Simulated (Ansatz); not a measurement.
**Hypothetical rock salt GaAs: response to strain**

The parent structure is GaAs in the rock salt structure (space group Fm-3m, No. 225; a = 5.3295 Å; a hypothetical phase, not in the database extracts checked). Axes: x, y, z lie along the cube axes.

Strains are applied to the cell and any free atomic positions relax; under biaxial strain the out-of-plane vector relaxes too; under stress the whole cell relaxes.

Computed with r2SCAN (Ansatz, a quantum-chemistry and plane-wave program), no spin-orbit coupling.

Notes on the quantities. pressure: mean of the normal stresses, compression positive; energy relative to the base: free energy F.

| change | volume per atom | space group | pressure | energy relative to the base |
|---|---|---|---|---|
| base | 18.92 Å³ | Fm-3m (No. 225) | 0.0 GPa | 0 meV/atom |
| biaxial strain −0.16 %, plane normal [001], relaxed out of plane | 18.89 Å³ | I4/mmm (No. 139) | 0.2 GPa | 0.0 meV/atom |
| isotropic strain −3.98 % | 16.75 Å³ | Fm-3m (No. 225) | 13.3 GPa | +80 meV/atom |
| isotropic strain +2.67 % | 20.48 Å³ | Fm-3m (No. 225) | -5.4 GPa | +28 meV/atom |
| isotropic strain +5.47 % | 22.20 Å³ | Fm-3m (No. 225) | -9.0 GPa | +107 meV/atom |
| uniaxial strain ε_zz = −1.93 % | 18.56 Å³ | I4/mmm (No. 139) | 1.7 GPa | +3.5 meV/atom |
| uniaxial strain ε_zz = −0.56 % | 18.82 Å³ | I4/mmm (No. 139) | 0.5 GPa | +0.3 meV/atom |
| tensor shear ε_xy = −3.70 % | 18.90 Å³ | Immm (No. 71) | 0.1 GPa | +5.8 meV/atom |
| tensor shear ε_yz = −1.32 % | 18.92 Å³ | Immm (No. 71) | 0.0 GPa | +0.5 meV/atom |
| uniaxial stress, 3 GPa tension along x | 19.21 Å³ | I4/mmm (No. 139) | – | +5.2 meV/atom |

Without a gap, meshes like the base's 15×15×15 leave anisotropic stresses uncertain by several tenths of a GPa, and small strain energies with them. Stability under load was not tested beyond the relaxation. The final runs are not spin-polarised.
